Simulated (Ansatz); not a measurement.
The structure below was relaxed with Kohn–Sham DFT with the r2SCAN functional, run in Ansatz (a quantum-chemistry and plane-wave program) with PAW and 500 eV plane waves, no SOC.

```
Zr
1.0
    3.24592     0.00000     0.00000
   -1.62296     2.81105     0.00000
    0.00000     0.00000     5.15086
Zr
2
Direct
  0.33333   0.66667   0.75000
  0.66667   0.33333   0.25000
```

Question: Find the space group and the Wyckoff positions.

Answer: Space group P6₃/mmc (No. 194); a = b = 3.246 Å, c = 5.151 Å, α = β = 90.00°, γ = 120.00°

```csv
atom,site,symmetry,x,y,z
Zr,2d,-6m2,0.6667,0.3333,0.2500
```

No phonon test of stability was made. The final runs are not spin-polarised. The cell was made from Lu by this change: Lu → Zr.
